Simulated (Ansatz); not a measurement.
SnC under load (space group I-4m2), PBE with spin-orbit coupling, rigid bands (Ansatz, a program for electronic structure). Condition of this run: biaxial stress in (001) of 7.5 GPa (compression positive) (the target of the relaxation). Band gap 0.86 eV, N_c = 8.69e17 cm⁻³ and N_v = 1.94e19 cm⁻³ at 300 K, conductivity masses along x (a = (0.00, 2.44, 2.59) Å; b = (2.44, 0.00, 2.59) Å; c = (2.44, 2.44, 0.00) Å) of 0.106 mₑ (electrons) and 0.403 mₑ (holes). Take k_BT = 0.02585 eV.

**Question.** Find the intrinsic carrier density and the intrinsic Fermi level.

**Answer.** n_i = √(N_c N_v) exp(−E_g/2k_BT) = 4.11e18 × exp(−16.63) = 2.5e11 cm⁻³. The level lies (k_BT/2) ln(N_v/N_c) = 40 meV from mid-gap (positive towards the conduction band). Each 0.1 eV added to the gap lowers n_i by a factor of 6.9.

**Question.** What thermal injection velocity √(2k_BT/πm) limits a ballistic channel along the direction named?

**Answer.** 1.65e7 cm/s for electrons and 8.48e6 cm/s for holes, a ratio of √(m_h/m_e) = 1.95, for dilute carriers.

Rigid bands with the computed gap; masses take one relaxation time for all states. Geometry: cell and atoms relaxed with PBEsol.

Computed structure with no diffraction record at hand here (it may be known, metastable or hypothetical): SnC under load (space group I-4m2).
